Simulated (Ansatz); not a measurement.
Defect migration in silicon: Ga-vacancy pair (Ga on one host Si site, one Si site vacant), charge state +1. The step: the Ga atom itself jumps into the vacancy (Ga-vacancy distance between ideal sites 2.37 Å throughout); the atom moves 2.73 Å along (0.29, 0.29, 0.29) of the unit cell; the moving atom starts with neighbours 3 Si at 2.39 Å and ends with 3 Si at 2.39 Å. A PBE band in Ansatz (plane-wave PAW, one k-point at (0.250, 0.250, 0.250), 216 host sites, 68 SCF runs with any check of the saddle's order, static, no finite-size correction) gives a forward barrier of 0.13 eV. The program found a first-order saddle point. The charge state is imposed; whether it is stable for some Fermi level was not computed. Forms of the defect that were not tried may lie lower.

Single points at the band's start and saddle point can refine it. Rough cost of one point, in units of the band's mean SCF on the same machine:

```
Level                                                   Cost of one point
------------------------------------------------------  -----------------
PBE, a 2×2×2 k-point mesh shifted by half a step                  about 4
r2SCAN at 500 eV, one k-point at (0.250, 0.250, 0.250)            under 2
PBE, Γ point alone                                                under 2
HSE06, Γ point alone                                              about 9
```

Task: Which of these move the barrier by more than 0.1 eV, and how far does each move it?

Result: PBE, a 2×2×2 k-point mesh shifted by half a step: -0.01 eV; r2SCAN at 500 eV, one k-point at (0.250, 0.250, 0.250): +0.21 eV; PBE, Γ point alone: -0.06 eV; HSE06, Γ point alone: +0.29 eV. Each functional is compared with PBE at the same k-points.

Ansatz is an electronic-structure program.
